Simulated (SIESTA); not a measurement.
A working SIESTA input for MgTiMn3O8 (P1, 13 atoms in the cell) (DFT, GGA PBEsol+U, numerical atomic orbitals TZP, PseudoDojo PBEsol standard norm-conserving potentials (rewritten from UPF to PSML)):

```
# files in the folder: Mg.psml Ti.psml Mn.psml O.psml (PseudoDojo PBEsol standard)
SystemName  MgTiMn3O8
SystemLabel MgTiMn3O8

NumberOfAtoms                13
NumberOfSpecies              4
%block ChemicalSpeciesLabel
  1 12 Mg
  2 22 Ti
  3 25 Mn
  4 8 O
%endblock ChemicalSpeciesLabel
LatticeConstant              5.888730 Ang
%block LatticeVectors
     1.000000000    0.000000000    0.000000000
    -0.015149786    1.007964366    0.000000000
    -0.474477519   -0.486977668    0.748903074
%endblock LatticeVectors
AtomicCoordinatesFormat      Bohr
%block AtomicCoordinatesAndAtomicSpecies
    -0.009420990    0.013389285    0.048753072  1
     5.525226239    3.109168767    2.191221417  2
     5.496830647    8.541885492    2.033711491  3
    -2.600042740    0.143084096    6.252227328  3
     2.850940729    0.127985178    6.288729628  3
     8.079579961    5.664086448    1.592350345  4
     3.204856200    5.713077072    2.171636849  4
     0.191004794   -2.303414513    6.681087687  4
     0.176709995    2.496733085    6.323398480  4
     5.727381858   -2.302503626    6.204974350  4
     5.700886189    2.731885399    6.014379006  4
     3.008130347    0.124077944    2.465988732  4
     8.020745582    0.101283246    2.082047870  4
%endblock AtomicCoordinatesAndAtomicSpecies

XC.functional                GGA
XC.authors                   PBEsol
PAO.BasisSize                TZP
PAO.EnergyShift              0.01 Ry
MeshCutoff                   350 Ry
%block kgrid.MonkhorstPack
    4   0   0  0.0
    0   4   0  0.0
    0   0   5  0.0
%endblock kgrid.MonkhorstPack
OccupationFunction           MP
OccupationMPOrder            0
ElectronicTemperature        116.05 K
Spin                         polarized
%block DM.InitSpin
  1 +0.00
  2 +0.00
  3 +4.00
  4 +4.00
  5 +4.00
  6 +0.00
  7 +0.00
  8 +0.00
  9 +0.00
  10 +0.00
  11 +0.00
  12 +0.00
  13 +0.00
%endblock DM.InitSpin
DFTU.ProjectorGenerationMethod 2
DFTU.CutoffNorm              0.9
DFTU.FirstIteration          true
%block DFTU.proj
  Mn 1
  n=3 2
  3.90 0.00
  0.00 0.00
%endblock DFTU.proj

MaxSCFIterations             150
SCF.Mixer.Method             Broyden
SCF.Mixer.Weight             0.1
SCF.Mixer.History            8
SCF.DM.Tolerance             1.0E-04
Diag.ParallelOverK           true
WriteForces                  true
Charge.Mulliken              end
```

The run converged in 29 iterations: free energy E − TS -15693.4892 eV; top of the valence band (on the code's own zero) -5.26 eV; gap on the k-point mesh 0.21 eV; pressure -9.31 GPa; largest force (vector length) 0.509 eV/Å; size of the cell's spin moment 11.00 μB. Each of these slips is then made, one at a time:

(1)
```diff
-%block kgrid.MonkhorstPack
-    4   0   0  0.0
-    0   4   0  0.0
-    0   0   5  0.0
-%endblock kgrid.MonkhorstPack
```

(2)
```diff
-Spin                         polarized
+Spin                         spin-orbit
-  1 +0.00
-  2 +0.00
-  3 +4.00
-  4 +4.00
-  5 +4.00
-  6 +0.00
-  7 +0.00
-  8 +0.00
-  9 +0.00
-  10 +0.00
-  11 +0.00
-  12 +0.00
-  13 +0.00
+  1 0.00 0.00 0.00
+  2 0.00 0.00 0.00
+  3 4.00 0.00 0.00
+  4 4.00 0.00 0.00
+  5 4.00 0.00 0.00
+  6 0.00 0.00 0.00
+  7 0.00 0.00 0.00
+  8 0.00 0.00 0.00
+  9 0.00 0.00 0.00
+  10 0.00 0.00 0.00
+  11 0.00 0.00 0.00
+  12 0.00 0.00 0.00
+  13 0.00 0.00 0.00
```

Predict the outcome of each change.


(1) A single k-point for a small cell. The run converged in 26 iterations without an error; against the sound input the free energy rises by 153 meV/atom, the pressure goes from -9.31 to -6.68 GPa, the largest force goes from 0.509 to 1.034 eV/Å and the size of the net moment stays at 0.85 μB/atom.

(2) Spin-orbit coupling with scalar-relativistic potentials. The program stopped before any SCF iteration.

The starting cell comes from a database of computed structures (which also holds hypothetical and non-ambient phases and stackings), without a prior relaxation at this level. The magnetic order is the one reached from the typed start; others were not searched systematically. With U or open f shells several self-consistent states can exist. Values carry the incompleteness of an atom-centred basis. In the base run, with a pressure of about -9 GPa the cell is away from its equilibrium volume at this level.

Left out of this page: 5 runs of the series outside the window shown, repeating another row's setting, or not comparable.
